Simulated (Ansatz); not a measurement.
L1₂ (Cu3Au-type) Ni3Si, treated with r²SCAN-D4 (Ansatz, a first-principles code, PAW).

Numerical settings: plane-wave cutoff 560 eV, 16×16×16 k mesh, Fermi–Dirac smearing 0.05 eV, no spin polarisation, scalar-relativistic PAW data made under PBE.

Computed at the level's own relaxed cell.

**Question.** Predict the volume per atom, bulk modulus, lattice parameter a and pressure derivative B′ of the bulk modulus.

**Answer.** 
- volume per atom = 10.30 Å³/atom
- bulk modulus = 247 GPa
- lattice parameter a = 3.454 Å
- pressure derivative B′ of the bulk modulus = 4.8

The run finds no gap.

Measured, for comparison: equilibrium volume per atom 10.81 Å³/atom, lattice constant a 3.510 Å (temperature not stated, not corrected to a static lattice; as tabulated in Metallic Nickel Silicides: Experiments and Theory for NiSi and First Principles …). Computed (rounded) less measured: equilibrium volume per atom -4.7 %, lattice constant a -1.6 %. A static lattice is as a rule a little smaller and stiffer than an uncorrected measurement, which narrows the difference in the lattice constant a and would widen misses of the other sign.

Computed values are for the static lattice.

Computing time: very roughly 7 core-minutes.
